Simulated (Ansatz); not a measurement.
System: ZrGeO3 (model structure, started from the PbTiO3 type, P4mm, No. 99, 5 atoms in the cell). Method: LDA (plane waves, PAW; Ansatz, a first-principles code).

Run with plane-wave cutoff 520 eV, 8×8×8 k mesh, Fermi–Dirac smearing 0.01 eV, scalar-relativistic PAW data made under PBE.

Cell (relaxed with PBEsol):

```cif
data_GeO3Zr
_chemical_formula_sum 'Zr1 Ge1 O3'
_space_group_name_H-M_alt 'P4mm'
_space_group_IT_number 99
_space_group_name_Hall 'P 4 -2'
_cell_length_a 3.98691
_cell_length_b 3.98691
_cell_length_c 4.34265
_cell_angle_alpha 90.000
_cell_angle_beta 90.000
_cell_angle_gamma 90.000
loop_
_atom_site_label
_atom_site_type_symbol
_atom_site_symmetry_multiplicity
_atom_site_Wyckoff_symbol
_atom_site_fract_x
_atom_site_fract_y
_atom_site_fract_z
_atom_site_occupancy
Zr1 Zr 1 b 0.50000 0.50000 0.57895 1
Ge1 Ge 1 a 0.00000 0.00000 0.19508 1
O1 O 2 c 0.00000 0.50000 0.44957 1
O2 O 1 b 0.50000 0.50000 0.01703 1
```

Q: What does this level give for the band gap, smallest direct gap on the k points sampled and Γ–Γ gap?

A: 
band gap: 1.43 eV
smallest direct gap on the k points sampled: 2.23 eV
Γ–Γ gap: 3.55 eV

Note: the relaxation could raise the start's symmetry but not lower it, so the cell can be a saddle point; cell and atoms aren't relaxed at this level (largest force component 0.17 eV/Å, pressure -3.8 GPa).

Spin–orbit coupling is not included.

It cost roughly 19 core-seconds of CPU time.

A model structure was made by putting elements into a prototype or built by hand; it is no filed structure, need not be a known phase, and can be a saddle point held by its symmetry.
